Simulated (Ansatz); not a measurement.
System: interstitial Zn in zinc-blende InP (charge state +2). These are PBE, PAW (plane waves to 420 eV; Ansatz, an electronic-structure program) values and carry that method's errors.

Cell of 64 host sites held at the relaxed PBE lattice; one k-point at (0.250, 0.250, 0.250); Fermi-Dirac width 0.05 eV, spin-restricted; finite-size errors left in. No zero-point or tunnelling terms. PBE gaps are too small, and in this host the defect's levels may merge with the bands. The charge state is imposed; whether it is stable for some Fermi level was not computed. Sites that were not tried may lie lower.

Barriers: single points on a 2×2×2 k-point mesh shifted by half a step at the bands' geometries.

The step: a direct jump of one Zn atom. Atoms about the jump, Cartesian Å from the middle of the jump, before and after:

| atom | x0 | y0 | z0 | x1 | y1 | z1 |
|---|---|---|---|---|---|---|
| Zn1 | -1.49 | -1.49 | 0.00 | 1.49 | 1.49 | 0.00 |
| P2 | 0.03 | 3.01 | -1.49 | 0.04 | 2.95 | -1.44 |
| P3 | -0.04 | -0.04 | 1.47 | 0.04 | 0.04 | 1.47 |
| In4 | -1.49 | 1.62 | 0.01 | -1.62 | 1.48 | 0.01 |
| P5 | -2.95 | -0.03 | -1.44 | -3.00 | -0.03 | -1.50 |
| In6 | 1.50 | 1.50 | -2.97 | 1.48 | 1.48 | -3.10 |
| In7 | 1.63 | -1.49 | 0.01 | 1.49 | -1.62 | 0.01 |
| In8 | -1.49 | -1.49 | -3.10 | -1.50 | -1.51 | -2.98 |
| P9 | 3.01 | 0.02 | -1.49 | 2.95 | 0.04 | -1.44 |
| P10 | 0.02 | 0.02 | -4.48 | -0.03 | -0.03 | -4.48 |
| P11 | -0.03 | -2.95 | -1.44 | -0.02 | -3.00 | -1.50 |

Where do these atoms stand at the saddle point, and how high is it?


| atom | x | y | z |
|---|---|---|---|
| Zn1 | -0.10 | 0.35 | -1.11 |
| P2 | -0.04 | 2.87 | -1.40 |
| P3 | -0.04 | 0.05 | 1.42 |
| In4 | -1.83 | 1.76 | 0.31 |
| P5 | -2.86 | 0.04 | -1.41 |
| In6 | 1.60 | 1.49 | -3.10 |
| In7 | 1.59 | -1.64 | 0.03 |
| In8 | -1.46 | -1.57 | -3.02 |
| P9 | 2.97 | -0.01 | -1.47 |
| P10 | 0.02 | -0.02 | -4.47 |
| P11 | 0.02 | -3.02 | -1.47 |
It lies 0.95 eV above the start and 0.95 eV above the end. The saddle point's order was not checked, and it lies on a symmetry element of the cell, where a band can be held. Symmetry-equivalent saddle points exist between the same ends.
